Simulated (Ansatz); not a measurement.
Base system: BN in the wurtzite structure (space group P6_3mc, No. 186; a = 2.541 Å, c = 4.203 Å). Axes: x lies along a and z along c of the hexagonal cell.

Computed with PBEsol (Ansatz, a program for electronic structure, PAW, without spin-orbit coupling).

Base values:

| Item | Value |
|---|---|
| Band gap | 4.96 eV |
| Electron mass | 0.30 mₑ along c, 0.50 mₑ across (at K) |

The change: uniaxial strain ε_zz = +3.00 %, all other strain components held at zero; the atoms relax in the strained cell.

Estimate the effect on the band gap and electron mass.

The band gap falls by 0.01 eV, from 4.96 eV to 4.95 eV; the electron mass changes from 0.30 mₑ along c, 0.50 mₑ across (at K) to 0.32 mₑ along z, 0.50 mₑ across (at K).

Effective masses come from finite differences of ±0.01 Å⁻¹. Whether these cells are dynamically stable was not tested.
